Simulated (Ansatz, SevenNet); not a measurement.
**Ladder of methods for the elastic constant C12 of AlB2-type ZrB₂**

Reference value: 57 GPa (measured, room temperature, no zero-point or thermal correction; as tabulated in Zhang et al. (2020), arXiv:1911.03307).

**Question.** What do SevenNet-0, LDA, PBE, PBE-D3(BJ), r²SCAN give, and how far is each from the reference?

**Answer.** 
```tsv
level (code)	value (GPa)	cell (Å³/atom)	difference (%)
SevenNet-0	180	10.36	+216
LDA (Ansatz)	60.5	9.88	+6.1
PBE (Ansatz)	55.9	10.28	-1.9
PBE-D3(BJ) (Ansatz)	53.5	10.02	-6.1
r²SCAN (Ansatz)	54.1	10.28	-5.1
```

The reference is not for a static lattice or low temperature, so close values are not ranked against it. Off by more than 25 %, or 35 % on the side where a correction would as a rule narrow the miss (bounds picked here): SevenNet-0 (+216 %).

The measured value isn't corrected to a static lattice, so vibrations enter the comparison.  PBE-D3(BJ): the dispersion coefficients are held fixed in the derivatives. Each level is taken at its own relaxed cell. Cutoffs differ between the levels. Ansatz's density-functional and Hartree–Fock values are scalar-relativistic unless marked +SOC, with PAW data made under PBE.

Machine-learned potentials (SevenNet-0) are trained on DFT data: a solid inside that data is no test of them.

Differences are worked out from the printed values.

Ansatz is an electronic-structure program.
